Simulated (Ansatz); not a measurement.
Functionals compared on a constructed model of the (100) surface of fcc Ir, a pseudomorphic layer of Zn in the host's stacking (bottom of the slab: a bare face, its two planes held), in Ansatz (plane waves, PAW). The structure was relaxed with PBE; the other rows are single points on it. Cutoff 420 eV (500 eV for r2SCAN).

Model: 7-atom slab, 11.6 Å thick at the start, 14x14x1 mesh, Fermi-Dirac 0.1 eV, dipole correction, 2 atoms held, the rest relaxed; symmetry of the start imposed; no spin, no spin-orbit, no U. It is one candidate, not shown to be the stable structure of the face. These notes are the PBE run's.

| functional | work function of the top face (eV) | rough cost of the single point |
|---|---|---|
| PBE | 4.04 | – |
| RPBE | 3.89 | roughly 20 core-seconds |
| r2SCAN | … | about 30 core-seconds (a rough figure) |

Problem. Some entries are withheld; supply them.

Solution. 
- r2SCAN, work function of the top face (eV): 4.10

Ansatz is a first-principles code.
